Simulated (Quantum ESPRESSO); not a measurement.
Input and output of a relaxation of the atoms for KTlO2 (R3m, 4 atoms in the cell) (Quantum ESPRESSO).

Computed with LDA (PZ), GBRV 1.5 ultrasoft (LDA) pseudopotentials (plane waves; Quantum ESPRESSO 7.5).

Input as run:

```fortran
&CONTROL
   calculation = 'relax',
   outdir = './work',
   pseudo_dir = './',
   forc_conv_thr = 3.9e-05,
/
&SYSTEM
   ibrav = 0,
   nat = 4,
   ntyp = 3,
   ecutwfc = 40,
   ecutrho = 200,
   occupations = 'smearing',
   smearing = 'fermi-dirac',
   degauss = 0.00147,
/
&ELECTRONS
   conv_thr = 1e-10,
/
&IONS
/
ATOMIC_SPECIES
K     39.0983  k_lda_v1.4.uspp.F.UPF
Tl   204.3800  tl_lda_v1.2.uspp.F.UPF
O     15.9990  o_lda_v1.2.uspp.F.UPF
ATOMIC_POSITIONS {crystal}
K     0.508235000    0.508235000    0.508235000
Tl    0.000000000    0.000000000    0.000000000
O     0.732079000    0.732079000    0.732079000
O     0.267921000    0.267921000    0.267921000
K_POINTS {automatic}
5 5 5  0 0 0
CELL_PARAMETERS {angstrom}
   1.718126137     0.991960588     6.071729000
  -1.718126137     0.991960588     6.071729000
   0.000000000    -1.983921175     6.071729000
```

The program printed (abridged):

```
     Self-consistent Calculation

     iteration #  1     ecut=    40.00 Ry     beta= 0.70

     negative rho (up, down):  5.480E-02 0.000E+00

     total energy              =    -265.84780353 Ry
     estimated scf accuracy    <       0.98257339 Ry

     iteration #  2     ecut=    40.00 Ry     beta= 0.70

     negative rho (up, down):  5.482E-02 0.000E+00

     total energy              =    -266.08375871 Ry
     estimated scf accuracy    <       2.10396021 Ry

     iteration #  3     ecut=    40.00 Ry     beta= 0.70

     negative rho (up, down):  5.631E-02 0.000E+00

     total energy              =    -266.40580084 Ry
     estimated scf accuracy    <       0.02630126 Ry

   [... 9 blocks of this kind left out ...]

     iteration # 13     ecut=    40.00 Ry     beta= 0.70

     negative rho (up, down):  5.646E-02 0.000E+00

     total energy              =    -266.43597070 Ry
     estimated scf accuracy    <          1.7E-10 Ry

     iteration # 14     ecut=    40.00 Ry     beta= 0.70

     negative rho (up, down):  5.646E-02 0.000E+00
     End of self-consistent calculation

     the Fermi energy is     8.0151 ev

!    total energy              =    -266.43597070 Ry
     estimated scf accuracy    <          9.0E-11 Ry
     smearing contrib. (-TS)   =      -0.00000000 Ry
     internal energy E=F+TS    =    -266.43597070 Ry

     convergence has been achieved in  14 iterations

     negative rho (up, down):  5.646E-02 0.000E+00

     Forces acting on atoms (cartesian axes, Ry/au):

     atom    1 type  1   force =     0.00000000    0.00000000   -0.02268232
     atom    2 type  2   force =     0.00000000    0.00000000    0.02230476
     atom    3 type  3   force =    -0.00000000    0.00000000   -0.00108563
     atom    4 type  3   force =     0.00000000    0.00000000    0.00146318

     Total force =     0.031864     Total SCF correction =     0.000048

   [... lines left out ...]
     the Fermi energy is     8.0073 ev
!    total energy              =    -266.43916282 Ry
     Total force =     0.000011     Total SCF correction =     0.000001
     bfgs converged in  13 scf cycles and  12 bfgs steps
     Final energy             =    -266.4391628190 Ry
   [... lines left out ...]

     File ./work/pwscf.bfgs deleted, as requested
Begin final coordinates

ATOMIC_POSITIONS (crystal)
K                0.5020618703        0.5020618703        0.5020618703
Tl               0.0020583808        0.0020583808        0.0020583808
O                0.7342134686        0.7342134686        0.7342134686
O                0.2699012803        0.2699012803        0.2699012803
End final coordinates

   JOB DONE.
```

The run converged. 

Summary of the result:
* **Free energy E − TS**: -3625.0895 eV
* **Top of the valence band (on the code's own zero)**: 7.53 eV
* **Gap on the k-point mesh**: 0.92 eV
* **Relaxation steps**: 12

The starting cell comes from a database of computed structures (which also holds hypothetical and non-ambient phases and stackings), without a prior relaxation at this level. Its lattice was rescaled by up to half a per cent. For this run, on top of that: one atom moved by 0.15 angstrom. Spin-orbit coupling is off. The relaxation keeps the symmetry of its start, so its end need not be a minimum.

Cost on one core of a shared machine: roughly 6 min.
